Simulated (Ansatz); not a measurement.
**SiC: isotropic strain −5.19 %**

The reference is SiC in the zinc blende structure (space group F-43m, No. 216; a = 4.3563 Å).

One thing is altered: every lattice vector is shortened by 5.19 %; the atoms relax in the strained cell.

Level of theory: r2SCAN in Ansatz (plane waves to 500 eV, PAW, no spin-orbit coupling). Settings: 13×13×13 k-points, 0.05 eV Fermi–Dirac smearing.

- Volume per atom: 8.81 Å³ (base 10.33 Å³)
- Space group: F-43m (No. 216) (base F-43m (No. 216))
- Shortest interatomic distance: 1.788 Å (base 1.886 Å)
- Energy relative to the base (free energy F): +0.207 eV/atom
- Pressure: 49.28 GPa (base 0.00 GPa)
- Band gap: 1.59 eV (base 1.71 eV)
- Gap character: indirect, Γ → X (base indirect, Γ → X)
- Smallest direct gap: 5.23 eV (base 5.05 eV)
- Width of the top valence band: 5.44 eV (base 4.81 eV)
- Electron mass: 0.60 mₑ along k, 0.22 mₑ across (at X) (base 0.64 mₑ along k, 0.23 mₑ across (at X))
- Hole mass (degenerate bands, along [100]): 0.43, 0.59, 0.59 mₑ (at Γ) (base 0.35, 0.57, 0.57 mₑ (at Γ))

Final structure:

```xyz
2
Lattice="0.0000 2.0651 2.0651 2.0651 0.0000 2.0651 2.0651 2.0651 0.0000" Properties=species:S:1:pos:R:3 pbc="T T T"
C      1.0326     1.0326     1.0326
Si     0.0000     0.0000     0.0000
```

Cost of the whole job for the changed cell (relaxation, final SCF and bands): roughly 20 core-seconds.

Effective masses come from finite differences of ±0.01 Å⁻¹. Along k means along the line from Γ to the band edge. Stability against distortions was not tested.

Ansatz is a first-principles code.
